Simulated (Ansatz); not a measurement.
# Variants of one calculation on NaTiSi2O6 (P-1, 20 atoms in the cell)

```
NaTi(SiO3)2
1.0
    5.36713     0.00000     0.00000
    1.40532     6.47250     0.00000
    1.42400     0.32266     6.52307
Na Ti Si O
2 2 4 12
Cartesian
  6.19244   5.42561   4.56093
  2.00401   1.36955   1.96214
  3.50794   4.16171   5.89920
  4.68851   2.63345   0.62387
  5.27829   2.14145   4.01103
  2.91815   4.65371   2.51203
  2.59703   1.04813   5.18649
  5.59941   5.74703   1.33658
  5.42040   2.66863   2.49964
  2.77605   4.12653   4.02343
  5.25631   3.26395   5.21845
  2.94014   3.53120   1.30461
  3.91075   1.20809   4.18063
  4.28569   5.58707   2.34243
  1.20103   1.11260   4.29153
  6.99542   5.68256   2.23154
  2.59223   2.28732   6.26671
  5.60422   4.50783   0.25636
  4.14591   6.03254   5.82640
  4.05053   0.76262   0.69666
```

Base run A: PBEsol, default PAW files made with PBE (Ansatz, a first-principles code), self-consistent single point.

Its settings: basis.ecutwfc = 30.9 Ry; kpoints.mp_grid.grid = 4 3 3; hamiltonian.xc = pbesol; hamiltonian.pseudopotentials = {kind: paw} (the program's default PAW files); scf.occupations.method = methfessel_paxton; scf.occupations.width = 0.01 Ry.

The starting cell comes from a database of published, mostly measured structures (it also holds non-ambient and calculated ones), without a prior relaxation at this level. Its lattice was rescaled by a random factor within 2.5 % of one. Spin polarisation is off, so a magnetic state, if there is one, cannot be reached. In the base run, with a pressure of about -6 GPa the cell is away from its equilibrium volume at this level. Ansatz's pressure includes its estimate of the finite-basis (Pulay) stress.

ΔF is the free energy per atom less that of run A. A dash stands where there is no value to compare (another energy zero or no entropy term, no result, no spin, no clean gap, or a mesh too coarse for one). Total energies depend on the potentials, the functional and any Hubbard or dispersion term, so they are compared only between runs that share all of them.

Runs:
- B: kpoints.mp_grid.grid: 4 3 3 → 5 4 4; scf.occupations.width: 0.01 Ry → 0.0073 Ry
- C: kpoints.mp_grid.grid: 4 3 3 → 3 3 3
- D: hamiltonian.dispersion: default → d4 [PBEsol-D4]
- E: scf.mixing.algorithm: default (the program chose MSR1) → anderson; scf.mixing.beta: default → 0.9
- F: scf.mixing.algorithm: default (the program chose MSR1) → msr1

| run | ΔF (meV/atom) | pressure (GPa) | largest force (eV/Å) | k-points |
|---|---|---|---|---|
| A | 0.00 | -5.56 | 0.647 | 19 |
| B | 0.22 | -5.58 | 0.660 | 42 |
| C | -0.05 | -5.57 | 0.648 | 14 |
| D | – | -6.96 | 0.640 | 19 |
| E | 0.00 | -5.56 | 0.647 | 19 |
| F | 0.00 | -5.56 | 0.647 | 19 |

Run B against A: The free energy is nearly the same (within 1 meV/atom), the pressure hardly changes (-5.56 to -5.58 GPa) and the largest force goes from 0.647 to 0.660 eV/Å.

Run D against A: The pressure goes from -5.56 to -6.96 GPa and the largest force moves little (0.647 to 0.640 eV/Å).

Keys are those of Ansatz 0.2.
